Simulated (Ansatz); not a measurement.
Take BeBr$_{2}$ in the fluorite structure (space group Fm-3m, No. 225; a = 6.4848 Å; a hypothetical phase, not in the database extracts checked) as the base. Axes: x, y, z lie along the cube axes.

(Cell as relaxed with PBE.)

Levels (all Ansatz, a quantum-chemistry and plane-wave program, PAW): PBE (420 eV, no SOC); r2SCAN (500 eV, no spin-orbit coupling).

Each level relaxes its own structure.

```
base                         PBE       r2SCAN
-------------------  -----------  -----------
volume per atom         22.72 Å³     22.64 Å³
lattice parameter a  12.254 bohr  12.239 bohr
band gap                 0.23 eV      0.81 eV
```

One thing is altered: the cell is compressed by 0.95 % along z with no lateral relaxation, atoms relaxed at fixed cell.

| quantity | PBE | r2SCAN |
|---|---|---|
| band gap | 0.19 eV | ? |
| smallest direct gap | 0.84 eV | ? |
| electron mass | 0.17 mₑ (at Γ) | ? |

**Question.** Given the PBE results, estimate those of r2SCAN.

**Answer.** 
- band gap, r2SCAN: 0.77 eV
- smallest direct gap, r2SCAN: 1.21 eV
- electron mass, r2SCAN: 0.20 mₑ (at Γ)

PBE's band gap lies 0.58 eV below r2SCAN's; PBE's smallest direct gap lies 0.375 eV below r2SCAN's. Neither level is exact; r2SCAN is the comparison here, not a measurement.

The cells carry an imposed strain or load. Effective masses come from finite differences of ±0.01 Å⁻¹. No phonon test of stability was made. A zero or small gap of BeBr2 can be the functional's error rather than a property of the material.
